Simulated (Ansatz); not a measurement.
The parent structure is PbSe in the rock salt structure (space group Fm-3m, No. 225; a = 6.178 Å). Axes: x, y, z lie along the cube axes.

Computed with r2SCAN (Ansatz, a program for electronic structure; PAW; 500 eV plane waves; no SOC).

Before the change:

| Item | Result |
|---|---|
| Electron mass | 0.19 mₑ along k, 0.14 mₑ across (at L) |

It is then changed as follows: uniaxial strain ε_xx = +1.00 %, all other strain components held at zero, atoms relaxed at fixed cell.

Q: What happens to the stress?

A: The stress (xx, yy, zz, yz, xz, xy; compression positive) amounts to (-1.20, -0.13, -0.13, 0.00, 0.00, 0.00) GPa.

Q: What happens to the electron mass?

A: The electron mass becomes 0.20 mₑ along k, 0.14 mₑ across (at L) (base: 0.19 mₑ along k, 0.14 mₑ across (at L)).

Q: Estimate the effect on the energy relative to the base.

A: The energy rises by 1.1 meV/atom.

With Pb present, leaving out spin-orbit coupling can change the band edges. The levels and masses belong to the bands next to the band gap. Masses are band curvatures over ±0.01 Å⁻¹ around the edge. Along k means along the line from Γ to the band edge. Stability against distortions was not tested.
